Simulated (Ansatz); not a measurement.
Start from MgO in the rock salt structure (space group Fm-3m, No. 225).

```yaml
crystal:
  lattice:
    - [0.00000, 2.10221, 2.10221]
    - [2.10221, 0.00000, 2.10221]
    - [2.10221, 2.10221, 0.00000]
  atoms:
    - { symbol: Mg, position: [0.00000, 0.00000, 0.00000] }
    - { symbol: O, position: [0.50000, 0.50000, 0.50000] }
```

Cartesian axes are those of the cell as printed.

Method: r2SCAN in Ansatz (plane waves to 500 eV, PAW, no SOC).

Strains are applied to the cell and any free atomic positions relax; under biaxial strain the out-of-plane vector relaxes too.

One change was made to it. Results:

```csv
quantity,base,after
"valence-band top at Γ (three highest levels, from the VBM)","0.00, 0.00, 0.00 eV","0.00, -0.04, -0.04 eV"
shortest interatomic distance,2.102 Å,2.107 Å
gap character,direct at Γ,direct at Γ
band gap,5.68 eV,5.58 eV
```

What was done to the base?
(A) biaxial strain +1.25 %, plane normal [111], relaxed out of plane
(B) biaxial strain +2.50 %, plane normal [111], relaxed out of plane
(C) biaxial strain +2.08 %, plane normal [111], relaxed out of plane
(D) biaxial strain +1.67 %, plane normal [111], relaxed out of plane
(E) biaxial strain +0.42 %, plane normal [111], relaxed out of plane

E, biaxial strain +0.42 %, plane normal [111], relaxed out of plane. For comparison, the band gap in the other runs: biaxial strain +1.67 %, plane normal [111], relaxed out of plane gives 5.29 eV; biaxial strain +2.50 %, plane normal [111], relaxed out of plane gives 5.10 eV; biaxial strain +1.25 %, plane normal [111], relaxed out of plane gives 5.39 eV; biaxial strain +2.08 %, plane normal [111], relaxed out of plane gives 5.20 eV.

No phonon test of stability was made. Labels are those of the standard path for the cell's own space group.

Ansatz is a program for electronic structure.
